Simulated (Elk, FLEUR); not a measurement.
A FLEUR input for a self-consistent single point of SbPt (P6_3/mmc, 4 atoms in the cell) (DFT, PBEsol, all-electron FLAPW (FLEUR), scalar-relativistic valence):

Input of the input generator:

```
SbPt FLAPW
&input film=f /
7.8334319282 0.0000001493 0.0000000000
-3.9167160934 6.7839509740 0.0000000000
0.0000000000 0.0000000000 10.3869703509
1.0
1.0 1.0 1.0

4
51 0.6666666667 0.3333333333 0.7500000000
51 0.3333333333 0.6666666667 0.2500000000
78 0.0000000000 0.0000000000 0.5000000000
78 0.0000000000 0.0000000000 -0.0000000000

&comp jspins=1 /
&exco xctyp='PBEs' /
&kpt div1=8 div2=8 div3=5 gamma=t /
&end /
```

```xml
<?xml version="1.0" encoding="UTF-8" standalone="no"?>
<fleurInput fleurInputVersion="0.39">
   <comment>
      SbPt FLAPW                                                                                          
   </comment>
   <calculationSetup>
      <cutoffs Kmax="4.2" Gmax="14.7" GmaxXC="14.7" numbands="0"/>
      <scfLoop itmax="60" minDistance="0.00001" maxIterBroyd="99" imix="Anderson" alpha="0.05" precondParam="0.0" spinf="2.0"/>
      <coreElectrons ctail="T" frcor="F" kcrel="0" coretail_lmax="0"/>
      <xcFunctional name="PBEs" relativisticCorrections="F"/>
      <magnetism jspins="1"/>
      <soc l_soc="F" theta="0.0" phi="0.0" spav="F"/>
      <expertModes spex="0" secvar="F"/>
      <geometryOptimization l_f="T" forcealpha="1.0" forcemix="BFGS" epsdisp="0.00001" epsforce="0.00001"/>
      <ldaU l_linMix="F" mixParam="0.05" spinf="1.0"/>
   </calculationSetup>
   <cell>
      <bzIntegration valenceElectrons="62.0" mode="hist" fermiSmearingEnergy="0.00367493">
         <kPointListSelection listName="default-1"/>
         <!-- k-points included here -->
         <xi:include xmlns:xi="http://www.w3.org/2001/XInclude" href="kpts.xml"> </xi:include>
      </bzIntegration>
      <!-- symmetry operations included here -->
      <xi:include xmlns:xi="http://www.w3.org/2001/XInclude" href="sym.xml"> </xi:include>
      <bulkLattice scale="1.0">
         <bravaisMatrix>
            <row-1>    7.8334319281999996     0.0000001493000000     0.0000000000000000</row-1>
            <row-2>   -3.9167160933999998     6.7839509739999997     0.0000000000000000</row-2>
            <row-3>    0.0000000000000000     0.0000000000000000    10.3869703509000004</row-3>
         </bravaisMatrix>
      </bulkLattice>
   </cell>
   <atomSpecies>
      <species name="Antimony (Sb)" element="Sb" atomicNumber="51">
         <mtSphere radius="2.44" gridPoints="843" logIncrement="0.015"/>
         <atomicCutoffs lmax="10" lnonsphr="8"/>
         <electronConfig flipSpins="F">
            <coreConfig>(1s1/2) (2s1/2) (2p1/2) (2p3/2) (3s1/2) (3p1/2) (3p3/2) (4s1/2) (3d3/2) (3d5/2) (4p1/2) (4p3/2)</coreConfig>
            <valenceConfig>(5s1/2) (4d3/2) (4d5/2) (5p1/2) (5p3/2)</valenceConfig>
            <stateOccupation state="(5p1/2)" spinUp="0.5" spinDown="0.5"/>
            <stateOccupation state="(5p3/2)" spinUp="1.0" spinDown="1.0"/>
         </electronConfig>
         <energyParameters s="5" p="5" d="5" f="4"/>
         <lo type="SCLO" l="2" n="4" eDeriv="0"/>
      </species>
      <species name="Platinum (Pt)" element="Pt" atomicNumber="78">
         <mtSphere radius="2.42" gridPoints="837" logIncrement="0.016"/>
         <atomicCutoffs lmax="10" lnonsphr="8"/>
         <electronConfig flipSpins="F">
            <coreConfig>(1s1/2) (2s1/2) (2p1/2) (2p3/2) (3s1/2) (3p1/2) (3p3/2) (4s1/2) (3d3/2) (3d5/2) (4p1/2) (4p3/2) (5s1/2) (4d3/2) (4d5/2) (4f5/2) (4f7/2)</coreConfig>
            <valenceConfig>(5p1/2) (5p3/2) (6s1/2) (5d3/2) (5d5/2)</valenceConfig>
            <stateOccupation state="(6s1/2)" spinUp="0.5" spinDown="0.5"/>
            <stateOccupation state="(5d3/2)" spinUp="1.8" spinDown="1.8"/>
            <stateOccupation state="(5d5/2)" spinUp="2.7" spinDown="2.7"/>
         </electronConfig>
         <energyParameters s="6" p="6" d="5" f="5"/>
         <lo type="SCLO" l="1" n="5" eDeriv="0"/>
      </species>
   </atomSpecies>
   <atomGroups>
      <atomGroup species="Antimony (Sb)">
         <relPos label="                   1">-1.000/3.000 1.000/3.000 -1.000/4.000</relPos>
         <relPos label="                   2">1.000/3.000 -1.000/3.000 1.000/4.000</relPos>
         <force calculate="T" relaxXYZ="TTT"/>
      </atomGroup>
      <atomGroup species="Platinum (Pt)">
         <relPos label="                   3">.0000000000 .0000000000 1.000/2.000</relPos>
         <relPos label="                   4">.0000000000 .0000000000 .0000000000</relPos>
         <force calculate="T" relaxXYZ="TTT"/>
      </atomGroup>
   </atomGroups>
   <output dos="F" band="F" slice="F">
      <checks vchk="F" cdinf="F"/>
      <bandDOS minEnergy="-.5*Htr" maxEnergy="0.5*Htr" sigma="0.015" storeEVData="T"/>
      <vacuumDOS vacdos="F" integ="F" star="F" nstars="0" locx1="0.0" locy1="0.0" locx2="0.0" locy2="0.0" nstm="0" tworkf="0.0"/>
      <unfoldingBand unfoldBand="F" supercellX="1" supercellY="1" supercellZ="1"/>
      <plotting iplot="0" polar="F">
         <plot TwoD="T" vec1="  1.0  0.0  0.0" vec2="  0.0  1.0  0.0" vec3="  0.0  0.0  1.0" zero="  0.0  0.0  0.0" file="plot"/>
      </plotting>
      <chargeDensitySlicing numkpt="0" minEigenval="0.0" maxEigenval="0.0" nnne="0" pallst="F"/>
      <specialOutput eonly="F"/>
      <magneticCircularDichroism mcd="F" energyLo="-10.0" energyUp="0.0"/>
   </output>
  <!-- We include the file relax.xml here to enable relaxations (see documentation) -->
  <xi:include xmlns:xi="http://www.w3.org/2001/XInclude" href="relax.xml"> <xi:fallback/> </xi:include>
</fleurInput>
```

Problem. Translate this input to Elk.

Solution. One input that does it (others would too):

```
tasks
  0

xctype
  22

rgkmax
  7.5

gmaxvr
  16.0

nxlo
  2

lorbcnd
  .true.

rmtscf
  0.87

lmaxi
  2

swidth
  0.00367493

maxscl
  100

scale
  7.833431928

avec
    1.0000000000    0.0000000191    0.0000000000
   -0.5000000165    0.8660253943    0.0000000000
    0.0000000000    0.0000000000    1.3259795255

atoms
  2
  'Sb.in'
  2
  0.6666666667  0.3333333333  0.7500000000    0.0 0.0 0.0
  0.3333333333  0.6666666667  0.2500000000    0.0 0.0 0.0
  'Pt.in'
  2
  0.0000000000  0.0000000000  0.5000000000    0.0 0.0 0.0
  0.0000000000  0.0000000000  0.0000000000    0.0 0.0 0.0

ngridk
  8 8 5
```

Basis, cutoffs, solver keys and any potentials are the target program's own. This input uses DFT, PBEsol, all-electron FP-LAPW, Elk's shipped species files, APW+lo basis with extra local orbitals.

The starting cell comes from a database of computed structures (which also holds hypothetical and non-ambient phases and stackings), without a prior relaxation at this level. Its lattice was rescaled by a random factor within 2.5 % of one.
